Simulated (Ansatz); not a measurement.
The starting structures come from a database of crystals and need not be the phases stable at ambient conditions.

The decay constant κ of evanescent states in the gap governs leakage through a thin film.

Given:

```
CELL_PARAMETERS angstrom
      7.75055     0.00000     0.00000
     -3.87528     6.71217     0.00000
      0.00000     0.00000     6.75925
ATOMIC_POSITIONS crystal
  Cs 0.33333 0.66667 0.75000
  Cs 0.66667 0.33333 0.25000
  Cd 0.00000 0.00000 0.00000
  Cd 0.00000 0.00000 0.50000
  Br 0.16573 0.33146 0.25000
  Br 0.83427 0.66854 0.75000
  Br 0.83427 0.16573 0.75000
  Br 0.16573 0.83427 0.25000
  Br 0.66854 0.83427 0.25000
  Br 0.33146 0.16573 0.75000
```

Space group of this cell: P6_3/mmc. The cell is taken as given; by PBEsol its mean pressure is -0.9 GPa.

Transport runs along the normal of the first two printed cell vectors, the (001) plane of the conventional cell.

No gap correction and no spin-orbit coupling; mid-gap values are interpolated between computed energies.

### Question
Estimate the band gap and the smallest decay constant κ at mid-gap that PBEsol in Ansatz (an electronic-structure program) returns for this system.

### Answer
Gap 2.81 eV on a 6×6×6 mesh; κ = 0.266 1/Å, at the zone centre.
